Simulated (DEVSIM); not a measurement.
# abrupt Si n-p junction

Device: abrupt Si n-p junction, at 300 K.

```csv
layer (left to right),material,thickness (μm),Nd (cm⁻³),Na (cm⁻³),τn (s),τp (s)
1,Si,42.0,1.2e19,-,4.9e-6,1.5e-6
2,Si,150,-,2.1e15,4.9e-6,4.9e-6
```

Left contact: ohmic. Right contact: ohmic. Voltage is applied to the left contact. Recombination: SRH at mid-gap, radiative, Auger. Mobility is μmin + (μ − μmin)/(1 + (N/Nref)^α).

Constants are typed, rounded textbook-type inputs, not results; the design itself was drawn at random and stands for no fabricated device. Values at 300 K.

```tsv
parameter	Si
gap (eV)	1.124
affinity (eV)	4.05
permittivity	11.7
Nc (cm⁻³)	2.86e19
Nv (cm⁻³)	3.1e19
μn (cm²/Vs)	1417
μp (cm²/Vs)	470
μn,min	52
μp,min	45
Nref,n	9.7e16
Nref,p	2.2e17
αn	0.68
αp	0.72
B (cm³/s)	4.7e-15
Cn (cm⁶/s)	2.8e-31
Cp (cm⁶/s)	9.9e-32
```

Model (solved in DEVSIM): 1D drift-diffusion, Boltzmann statistics, complete ionisation; no tunnelling, impact ionisation, image-force lowering or self-heating.

```
Item                                                 Value
---------------------------------------------  -----------
Potential step across the device at zero bias      0.853 V
Largest field in the device at zero bias       190000 V/cm
Dark forward voltage at 1 A/cm²                    0.651 V
Dark forward voltage at 100 A/cm²                  0.919 V
```

Dark reverse current:

```json
[
 {"V (V)": "0.40", "J (A/cm²)": "4.5e-9"},
 {"V (V)": "1.00", "J (A/cm²)": "8.7e-9"},
 {"V (V)": "2.00", "J (A/cm²)": "1.4e-8"},
 {"V (V)": "3.00", "J (A/cm²)": "1.8e-8"},
 {"V (V)": "4.00", "J (A/cm²)": "2.2e-8"},
 {"V (V)": "6.00", "J (A/cm²)": "2.8e-8"},
 {"V (V)": "8.00", "J (A/cm²)": "3.3e-8"},
 {"V (V)": "10.00", "J (A/cm²)": "3.7e-8"},
 {"V (V)": "13.00", "J (A/cm²)": "4.3e-8"},
 {"V (V)": "16.00", "J (A/cm²)": "4.9e-8"},
 {"V (V)": "20.00", "J (A/cm²)": "5.5e-8"}
]
```

Dark forward current:

```csv
V (V),J (A/cm²)
-0.05,-2.2e-9
-0.15,-3.1e-8
-0.20,-1.3e-7
-0.30,-3.7e-6
-0.35,-2.3e-5
-0.45,-0.0011
-0.50,-0.0071
-0.60,-0.25
-0.65,-0.99
-0.75,-7.9
-0.80,-19
-0.90,-79
-0.95,-140
-1.05,-360
-1.10,-510
-1.20,-850
-1.25,-1000
-1.35,-1400
-1.40,-1600
-1.50,-2100
```
